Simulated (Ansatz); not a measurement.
# Worked example: self-consistent single point of YCu5 (P6/mmm, 6 atoms in the cell) in Ansatz

Level of theory: LDA (PW92), default PAW files made with PBE (plane waves; Ansatz, a quantum-chemistry and plane-wave program).

The input file:

Ansatz 0.2 input:
```yaml
crystal:
  lattice:
    - [4.987692, 0.000000, 0.000000]
    - [-2.493846, 4.319468, 0.000000]
    - [0.000000, 0.000000, 4.021419]
  atoms:
    - { symbol: Y, position: [0.000000, 0.000000, 0.000000] }
    - { symbol: Cu, position: [0.333333, 0.666667, 0.000000] }
    - { symbol: Cu, position: [0.666667, 0.333333, 0.000000] }
    - { symbol: Cu, position: [0.500000, 0.000000, 0.500000] }
    - { symbol: Cu, position: [0.500000, 0.500000, 0.500000] }
    - { symbol: Cu, position: [0.000000, 0.500000, 0.500000] }
basis:
  ecutwfc: 30.9 Ry
kpoints:
  mp_grid:
    grid: [8, 8, 8]
hamiltonian:
  xc: lda
  pseudopotentials:
    kind: paw
scf:
  occupations:
    method: fermi_dirac
    width: 0.0073 Ry
output:
  forces: true
  eigenvalues: true
  stress: true
```

The program printed (abridged):

```
WARN the atoms were moved onto the symmetric positions of the space group found under crystal.symmetry.tolerance 1.0e-5 (fractional …
WARN ansatz: RAYON_NUM_THREADS=1 ignored (pool sized by the plan → 1); use --threads N
Pseudopotentials: kind: paw
Pseudopotential: Y, paw, valence charge 11
Pseudopotential: Cu, paw, valence charge 19
Crystal: 6 atoms, lattice volume = 86.638 Å³
Basis set: ecut = 420.4159175005146 eV, 1687 PW (Γ)
Bands: 64, of which v1, the nominal top of the filled ones, is band 53 counted from 1 (52 counted from 0)
Symmetry: 24 space group operations
Space group: P6/mmm (ITA 191), of the structure as read, at distance tolerance 4.4e-5 Å
k-points: 50 of 512
PAW frozen core: Y, regenerated for the run's functional, and the local potential with it
PAW frozen core: Cu, regenerated for the run's functional, and the local potential with it
Initial density: superposition of atomic densities (neutral atoms: chi_scale 0, normalization atom), corrected by the library's trained network
Initial wavefunctions: pseudopotential atomic-orbital guess
Eigensolver: davidson
Functional: x = slater, c = lda
SCF iter   1: F=—  HF=-36525.345022 eV  |F-HF|=—  |Δ(HF+E_count)|=         —  Δρ=1.75e-2  dr2=1.19e-1  ethr=1.77e-3  ⟨swp⟩=5.7  Hψ=9801  notcnv=0  defer=49
all-band conjugate gradients solve this SCF's bands
preconditioner: auto → Kerker (q_TF=auto, 2.822 Å⁻¹)
SCF iter   2: F=—  HF=-36525.315991 eV  |F-HF|=—  |Δ(HF+E_count)|=   2.90e-2  Δρ=2.75e-3  dr2=1.06e-2  ethr=1.13e-4  ⟨swp⟩=2.0  Hψ=5529  notcnv=0  defer=96
SCF iter   3: F=—  HF=-36525.314290 eV  |F-HF|=—  |Δ(HF+E_count)|=   1.70e-3  Δρ=2.16e-3  dr2=5.14e-3  ethr=1.00e-5  ⟨swp⟩=1.4  Hψ=3122  notcnv=0  defer=96
SCF iter   4: F=—  HF=-36525.312903 eV  |F-HF|=—  |Δ(HF+E_count)|=   1.39e-3  Δρ=4.85e-4  dr2=4.68e-4  ethr=4.85e-6  ⟨swp⟩=1.9  Hψ=3882  notcnv=0  defer=96
SCF iter   5: F=—  HF=-36525.312818 eV  |F-HF|=—  |Δ(HF+E_count)|=   8.54e-5  Δρ=4.57e-4  dr2=1.29e-4  ethr=4.41e-7  ⟨swp⟩=2.1  Hψ=4590  notcnv=0  defer=96
SCF iter   6: F=—  HF=-36525.312800 eV  |F-HF|=—  |Δ(HF+E_count)|=   1.72e-5  Δρ=9.37e-5  dr2=6.94e-6  ethr=1.22e-7  ⟨swp⟩=2.0  Hψ=4424  notcnv=0  defer=96
SCF iter   7: F=—  HF=-36525.312797 eV  |F-HF|=—  |Δ(HF+E_count)|=   3.56e-6  Δρ=4.25e-5  dr2=1.11e-6  ethr=6.55e-9  ⟨swp⟩=2.2  Hψ=5606  notcnv=0  defer=96
SCF iter   8: F=-36525.312797 eV  HF=-36525.312797 eV  |F-HF|=6.69e-9  |Δ(HF+E_count)|=   1.57e-7  Δρ=1.03e-5  dr2=8.71e-8  ethr=9.43e-11  ⟨swp⟩=6.6  Hψ=12944  notcnv=0
SCF 1 converged in 8 iterations: F = -36525.312797 eV  dr2 = 8.71e-8
SCF converged after 8 iterations
Free energy (F): -36525.312797 eV
Harris-Foulkes:  -36525.312797 eV  (|F-HF|=6.69e-9)
Internal energy: -36525.211857 eV  (E = F + TS)
E sigma→0 (E₀):  -36525.262327 eV
Entropy (-TS):   -0.100940 eV (-16.823 meV/atom)
Fermi energy:    14.857922 eV
--- Per-component energies (eV) ---
  E_band       = -2049.422516
  E_kinetic    = 1809.717965
  E_local      = -24532.515769  (includes V_loc(G=0)·N_el)
  E_nonlocal   = 2011.379749
  E_hartree    = 10869.334959
  E_xc         = -619.922333
  E_vxc        = -779.870005  (∫ρ·V_xc dr)
  E_paw        = -10679.630875  (= ΣΔE_a)
  E_vpaw       = -2296.811335  (= ΣTr[D̂ρ^β])
  E_aug_tail   = 0.001080  (compensation charges beyond the density's cutoff)
  E_ewald      = -15386.154520
  E_core_change = 2.577886  (= ΣΔE_core)
  E_smearing   = -0.100940  (= −TS)
  E_closure    = 0.000000  (closes the sum)
  Σ components = -36525.312797   (vs F -36525.312797, Δ=0.00e0)
--- Forces (eV/Å), atoms counted from 1 ---
  atom   1  Y      0.00000000    -0.00000000     0.00000000
   [... zero for the other atoms too ...]
  max |Σ_I F_I| component: 1.16e-17 eV/Å
--- Stress (GPa, compression-positive) ---
       -6.157753       0.000000       0.000000
        0.000000      -6.157753       0.000000
        0.000000       0.000000      -6.053590
  P = ⅓ Tr σ = -6.1230 GPa (-61.230 kbar)
  The stress holds the Pulay correction. Without it, at fixed plane waves, as pw.x and ABINIT print it: P = -6.1895 GPa
--- Band table (eV; the first three rows and the last of 50) ---
  k-point 0: bands = ["-97.2587", "-97.2569", "-97.1230", "-97.1136", "-97.1136", "-55.0938", "-55.0706", "-55.0706", "-55.0661", "-55.0646", "-55.0646", "-54.9846", "-54.9502", "-54.9502", "-54.9243", "-54.9243", "-54.9083", "-54.9041", "-54.8824", [...]
  k-point 1: bands = ["-97.2586", "-97.2569", "-97.1231", "-97.1136", "-97.1136", "-55.0905", "-55.0719", "-55.0719", "-55.0709", "-55.0641", "-55.0641", "-54.9798", "-54.9505", "-54.9505", "-54.9229", "-54.9229", "-54.9117", "-54.9041", "-54.8826", [...]
  k-point 2: bands = ["-97.2584", "-97.2569", "-97.1233", "-97.1136", "-97.1136", "-55.0819", "-55.0807", "-55.0751", "-55.0751", "-55.0630", "-55.0630", "-54.9699", "-54.9511", "-54.9511", "-54.9205", "-54.9197", "-54.9197", "-54.9041", "-54.8831", [...]
  k-point 49: bands = ["-97.2576", "-97.2574", "-97.1193", "-97.1179", "-97.1136", "-55.0802", "-55.0791", "-55.0757", "-55.0722", "-55.0695", "-55.0606", "-54.9455", "-54.9368", "-54.9350", "-54.9260", "-54.9233", "-54.9164", "-54.9155", [...]
```

The run converged in 8 iterations.

The starting cell comes from a database of computed structures (which also holds hypothetical and non-ambient phases and stackings), without a prior relaxation at this level. Its lattice was rescaled by up to half a per cent. Spin polarisation is off. With a pressure of about -6 GPa the cell is away from its equilibrium volume at this level. Ansatz's pressure includes its estimate of the finite-basis (Pulay) stress.
